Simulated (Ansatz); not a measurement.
# A computed series for BaTiO3: pressure series

Base system: BaTiO3 in the cubic perovskite structure (space group Pm-3m, No. 221).

```xyz
5
Lattice="3.9699 0.0000 0.0000 0.0000 3.9699 0.0000 0.0000 0.0000 3.9699" Properties=species:S:1:pos:R:3 pbc="T T T"
Ba     0.0000     0.0000     0.0000
Ti     1.9849     1.9849     1.9849
O      0.0000     1.9849     1.9849
O      1.9849     1.9849     0.0000
O      1.9849     0.0000     1.9849
```

Cell and atoms are relaxed at each pressure.

Levels (all Ansatz, a quantum-chemistry and plane-wave program, PAW): PBEsol (420 eV, scalar-relativistic without spin-orbit coupling); r2SCAN (500 eV, no SOC); HSE06 (420 eV, no spin-orbit coupling).

Band gaps by level, all at the geometries relaxed with PBEsol:

```tsv
case	PBEsol	r2SCAN	HSE06
base	1.82 eV	2.22 eV	3.27 eV
pressure −2 GPa	1.79 eV	2.19 eV	3.24 eV
pressure −1 GPa	1.80 eV	?	?
pressure 1.8 GPa	1.84 eV	?	3.30 eV
pressure 4.2 GPa	1.86 eV	2.27 eV	3.33 eV
pressure 9 GPa	1.91 eV	?	3.39 eV
pressure 18 GPa	1.94 eV	2.40 eV	3.44 eV
pressure 45 GPa	1.95 eV	2.44 eV	3.49 eV
```

What belongs in the blanks?


- pressure −1 GPa, r2SCAN: 2.20 eV
- pressure −1 GPa, HSE06: 3.26 eV
- pressure 1.8 GPa, r2SCAN: 2.24 eV
- pressure 9 GPa, r2SCAN: 2.33 eV

Single points use the geometry relaxed with PBEsol. HSE06 gaps are upper bounds (no full band path). Load acts through the strain it causes; cell and atoms are relaxed under it. Whether these cells are dynamically stable was not tested. No other phases were tried under pressure. All final runs are without spin polarisation. Many cubic perovskites are stable only at high temperature; tilts and polar distortions were not tested. This is not the structure that BaTiO3 has at room temperature and ambient pressure.
